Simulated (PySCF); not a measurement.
PySCF 2.14.0, unrestricted PBE0/def2-tzvp, df: [Ga]=[As], charge 0, multiplicity 3, 2 atoms. The geometry is a generated start, not checked to be a minimum at this level.

```yaml
task: energy
method: pbe0
basis: def2-tzvp
two_electron_scheme: density fitting
mol.max_memory: 3000 MB
mf.max_cycle: 100
mf.conv_tol: 1e-09 (default)
mf.grids.level: 3 (default)
basis_functions: 96
grid_points: 41328
```

```xyz
2

Ga     0.0348    -0.0189    -1.1775
As    -0.0348     0.0189     1.1775
```

Charge 0 and multiplicity 3 are set for this test and not shown to be the ground state.

With the defaults (mf.DIIS = CDIIS, mf.diis = true, mf.init_guess = minao, mf.level_shift = 0, mf.diis_space = 8) it converges in 15 Fock builds. One run each on 2 threads, 1 BLAS thread, with these changes:
- mf.init_guess = atom
- mf.diis = false
- mf.level_shift = 1 Hartree
- mf.init_guess = huckel
- mf.diis_space = 12
- mf.init_guess = mod_huckel
- mf.DIIS = EDIIS
- mf.level_shift = 0.3 Hartree
- mf.diis_space = 3

### Question
Name the settings that don't reach the solution of the defaults.

### Answer
No convergence: mf.DIIS = EDIIS; mf.diis = false (the run ends without SCF convergence in 100 cycles). The rest reach the solution of the defaults.

```
setting                       Fock builds             end
----------------------------  -----------  --------------
the defaults                           15   same solution
mf.init_guess = mod_huckel             15   same solution
mf.diis_space = 12                     15   same solution
mf.init_guess = huckel                 15   same solution
mf.init_guess = atom                   15   same solution
mf.diis_space = 3                      24   same solution
mf.level_shift = 0.3 Hartree           25   same solution
mf.level_shift = 1 Hartree             54   same solution
mf.DIIS = EDIIS                       101  no convergence
mf.diis = false                       101  no convergence
```
